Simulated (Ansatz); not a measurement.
Model glasses of amorphous SiO2, 71 to 77 atoms (Si24O48 before any change). Each row is one cell at a composition chosen by hand, melted whole on the CHGNet potential with the anions pushed apart under 1.9 Å, quenched within some picoseconds, far faster than a real film, and relaxed with PBE, scalar-relativistic without spin-orbit coupling (plane waves to 420 eV, PAW; Ansatz, a program for electronic structure). Each is the lower in DFT energy of 2 quenches. Cycles of charging and discharging were tried on some cells ahead of these points, and a cell that came back lower was taken. The column on the box says what of it was relaxed with the atoms; held means as the quench left it. Cells that kept moments or hold spare charge are left out. So are cells far out in the fitted variable, so that no row sets the line alone.

At the relaxed places, the spacing of the highest filled and the lowest empty level was computed at the zone centre with PBE and with r2SCAN, without spin polarisation, or with spin where the moments then died out. A level counts as spread where PBE shares it among more than a fifth of the atoms; else the element of the atom with the largest weight is named. Formal charges balance in every cell (each cation at its usual highest valence, Cu and Ag at +1, Sb at +3, H at +1, O at −2, N at −3, F and Cl at −1). r2SCAN ran with plane waves to 500 eV. Where a level is localised, the spacing isn't the band gap.

| cell | change | box | highest filled on | lowest empty on | spacing, PBE (eV) | spacing, r2SCAN (eV) |
|---|---|---|---|---|---|---|
| Si24O49Ag2 | +2 Ag, +1 O | shape | Ag | Ag | 2.73 | 3.09 |
| Si24O45N2 | +2 N, −3 O | shape | N | spread | 2.96 | 3.52 |
| Si24O50Ti | +2 O, +1 Ti | shape | O | Ti | 3.53 | 3.95 |
| Si24O49Mg | +1 Mg, +1 O | volume and shape | O | spread | 3.98 | 4.63 |
| Si24O51Lu2 | +2 Lu, +3 O | shape | O | spread | 4.10 | 4.69 |
| Si24O47Cl2 | +2 Cl, −1 O | volume and shape | O | spread | 4.20 | 4.85 |
| Si24O49H2 | +2 H, +1 O | volume | O | spread | 4.48 | withheld |
| Si24O50Hf | +1 Hf, +2 O | shape | O | spread | 4.70 | 5.39 |

Task: Fit a straight line of the last column on the one before it through the 7 full rows, and predict the withheld value for Si24O49H2.

Result: Means: x = 3.743, y = 4.303. Slope = Σ(Δx Δy) / Σ(Δx²) = 3.4229 / 2.9929 = 1.144; intercept = 4.303 − (1.144) × 3.743 = 0.021 eV; r.m.s. residual 0.067 eV. Prediction: 0.021 + (1.144) × 4.48 = 5.15 eV. The run gave 5.16 eV, a miss of 0.01 eV, within the residual.
